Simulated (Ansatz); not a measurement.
The reference is Co in the hcp (Mg type) structure (space group P6_3/mmc, No. 194; a = 2.4939 Å, c = 4.0317 Å; ferromagnetic).

Level of theory: PBE, PAW, 420 eV (Ansatz, an electronic-structure program; no spin-orbit coupling), earlier PAW set.

One change was made to it. Results:

The volume per atom drops by 0.353 Å³ (10.86 Å³ → 10.50 Å³); the largest site moment is nearly the same (1.69 μB against 1.65 μB).

Task: Name the change that was made.
A) pressure 0.3 GPa
B) pressure −1 GPa
C) pressure 7.5 GPa
D) pressure 3 GPa
E) pressure 0.7 GPa

Result: C, pressure 7.5 GPa. For comparison, the volume per atom in the other runs: pressure 3 GPa gives 10.71 Å³; pressure −1 GPa gives 10.91 Å³; pressure 0.7 GPa gives 10.82 Å³; pressure 0.3 GPa gives 10.84 Å³.

The magnetic state is the one reached from the starting moments; the real material's order can differ, and small cells can't hold many antiferromagnetic ones. Load acts through the strain it causes; cell and atoms are relaxed under it. Whether these cells are dynamically stable was not tested. Competing high-pressure phases were not computed.
